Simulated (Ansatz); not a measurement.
## A computed series for hypothetical Fm-3m WSe2: alloy series

Consider WSe2 (space group Fm-3m, No. 225; ferromagnetic; a hypothetical phase, not in the database extracts checked).

```
WSe2
1.0
    0.00000     3.13068     3.13068
    3.13068     0.00000     3.13068
    3.13068     3.13068     0.00000
W Se
1 2
Direct
  0.00000   0.00000   0.00000
  0.25000   0.25000   0.25000
  0.75000   0.75000   0.75000
```

The other end (x = 1) is WBr2 (space group Fm-3m, No. 225; a hypothetical phase, not in the database extracts checked): 20.81 Å³/atom, gap 1.08 eV; this end may not be an ambient phase.

Br replaces a fraction x of Se; each row is one arrangement (x, atoms in the cell, starting space group or random), fully relaxed.

Calculations: r2SCAN in Ansatz (plane waves to 500 eV, PAW, no SOC), earlier PAW set.

Notes on the quantities. deviation of the volume from the linear: Vegard-type) interpolation; mixing energy: to 0.01 eV only: unlike meshes or grids; against an end that may be hypothetical.

```csv
case,deviation of the volume from the linear,mixing energy,shortest interatomic distance,largest site moment
base,–,–,2.711 Å,1.43 μB
"x(Br) = 0.25, 6 atoms, P-4m2",+0.1 %,+0.01 eV/atom,2.664 Å,1.09 μB
"x(Br) = 0.5, 6 atoms, P4_2/mmc",?,?,?,?
"x(Br) = 0.5, 6 atoms, P4/nmm",+1.0 %,-0.05 eV/atom,2.623 Å,0.72 μB
"x(Br) = 0.75, 6 atoms, P-4m2",0.0 %,+0.02 eV/atom,2.664 Å,0.36 μB
```

### Question
Fill in the withheld entries from the trend.

### Answer

- x(Br) = 0.5, 6 atoms, P4_2/mmc, deviation of the volume from the linear: -0.6 %
- x(Br) = 0.5, 6 atoms, P4_2/mmc, mixing energy: +0.08 eV/atom
- x(Br) = 0.5, 6 atoms, P4_2/mmc, shortest interatomic distance: 2.714 Å
- x(Br) = 0.5, 6 atoms, P4_2/mmc, largest site moment: 0.71 μB

The magnetic state is the one reached from the starting moments; the real material's order can differ, and small cells can't hold many antiferromagnetic ones. Each cell is one ordered arrangement of few atoms, which overstates ordering effects compared with a random alloy. With W present, leaving out spin-orbit coupling can change the band edges. Whether these cells are dynamically stable was not tested. No Hubbard U is applied, and correlation can decide whether such a compound is a metal.

Ansatz is a program for electronic structure.
